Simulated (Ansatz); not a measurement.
An Ansatz (an electronic-structure program) input (LDA (Ansatz), without spin-orbit coupling):

Ansatz 0.2 input:
```yaml
crystal:
  lattice:
    - [4.0091348512, 0, 0]
    - [2.0045674256, 3.4720126283, 0]
    - [2.0045674256, -1.1573375428, 3.1733944666]
  atoms:
    - { symbol: Be, position: [0, 0, 0] }
    - { symbol: Te, position: [0.5, 0.25, 0.75] }
basis: { ecutwfc: 420, ecutrho_ratio: 4, xc_grid: 2, fft_grid_basis: typed }
kpoints: { mp_grid: { grid: [10, 10, 10] } }
hamiltonian:
  xc: lda
  dispersion: none
  pseudopotentials: { kind: paw }
scf: { occupations: { method: fermi_dirac, width: 0.05 } }
relax: { f_tol: 0.005, max_steps: 50, cell: { stress_tol: 0.01, fix: [a, b, gamma] } }
output: { forces: true, stress: true }
checkpoint: { write: state.ck, write_every: 1000 }
```

Q: Which symmetry and how many k-points will the program report, and about how many plane waves at Γ?

A: Space group R3m (ITA 160) with 6 operations, k-points 116 of 1000, and 887 plane waves at Γ.

Q: And the final pressure?

A: -1.92 GPa (compression positive).

The cells carry an imposed strain or load. No phonon test of stability was made. The cell was made from BeTe in the zinc blende structure (space group F-43m, No. 216) by this change: biaxial strain +2.08 %, plane normal [111], relaxed out of plane.
